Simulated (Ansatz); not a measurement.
The parent structure is SiC in the zinc blende structure (space group F-43m, No. 216).

```
CELL_PARAMETERS angstrom
      0.00000     2.17817     2.17817
      2.17817     0.00000     2.17817
      2.17817     2.17817     0.00000
ATOMIC_POSITIONS crystal
  Si 0.00000 0.00000 0.00000
  C  0.25000 0.25000 0.25000
```

Cartesian axes are those of the cell as printed.

Level of theory: r2SCAN (Ansatz, a quantum-chemistry and plane-wave program; PAW; 500 eV plane waves; no spin-orbit coupling).

Before the change:

| Quantity | Result |
|---|---|
| Band gap | 1.71 eV |
| Electron mass | 0.64 mₑ along k, 0.23 mₑ across (at X) |

It is then changed as follows: compressive biaxial strain of 0.50 % in the plane normal to [001], as in epitaxy on a mismatched substrate; the out-of-plane cell vector and the atoms relax.

Task: What happens to the band gap?

Result: The band gap decreases by 0.05 eV, from 1.71 eV to 1.66 eV.

Task: Estimate the effect on the out-of-plane strain.

Result: The out-of-plane strain comes out as +0.32 %.

Task: Estimate the effect on the energy relative to the base.

Result: The energy increases by 0.8 meV/atom.

Task: What happens to the electron mass?

Result: The electron mass changes from 0.64 mₑ along k, 0.23 mₑ across (at X) to 0.63 mₑ along k, 0.23 mₑ across (at X).

Task: What happens to the in-plane stress?

Result: The mean in-plane stress (compression positive) is +2.3 GPa.

Masses are band curvatures over ±0.01 Å⁻¹ around the edge. Along k means along the line from Γ to the band edge. Whether these cells are dynamically stable was not tested.
